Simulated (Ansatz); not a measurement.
Start from CdSe in the wurtzite structure (space group P6_3mc, No. 186; a = 4.3828 Å, c = 7.1544 Å). Axes: x lies along a and z along c of the hexagonal cell.

Level of theory: PBE (Ansatz, an electronic-structure program, PAW, no spin-orbit coupling).

Strains are applied to the cell and any free atomic positions relax.

One change was made to it. Results:

| quantity | base | after |
|---|---|---|
| energy relative to the base (free energy F) | 0 meV/atom | +2.2 meV/atom |
| valence-band top at Γ (three highest levels, from the VBM) | 0.00, 0.00, -0.04 eV | 0.00, 0.00, -0.11 eV |
| band gap | 0.54 eV | 0.48 eV |
| electron mass | – | 0.054 mₑ (at Γ) |

Q: Name the change that was made.
A. uniaxial strain ε_zz = +1.80 %
B. uniaxial strain ε_zz = +2.40 %
C. uniaxial strain ε_zz = +0.60 %

A: A, uniaxial strain ε_zz = +1.80 %. For comparison, the energy relative to the base in the other runs: uniaxial strain ε_zz = +2.40 % gives +3.8 meV/atom; uniaxial strain ε_zz = +0.60 % gives +0.2 meV/atom.

Effective masses come from finite differences of ±0.01 Å⁻¹. No phonon test of stability was made.
